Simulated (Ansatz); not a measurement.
# A computed series for As: pressure series

The parent structure is As in the A7 type structure (space group R-3m, No. 166; a = 3.745 Å, c = 9.754 Å (hexagonal axes); layered).

Cell and atoms are relaxed at each pressure.

The values are results of plane-wave PAW DFT at the PBEsol-D3(BJ) level (Ansatz, a quantum-chemistry and plane-wave program, 420 eV), without spin-orbit coupling, not measurements.

Candidates:
(a) pressure 3 GPa
(b) pressure −2 GPa
(c) pressure 0.3 GPa

Before the change:

- c/a ratio = 2.604

Order them by c/a ratio, highest first.

(b) pressure −2 GPa (2.645), (c) pressure 0.3 GPa (2.600), (a) pressure 3 GPa (2.563)

Load acts through the strain it causes; cell and atoms are relaxed under it. Stability against distortions was not tested.
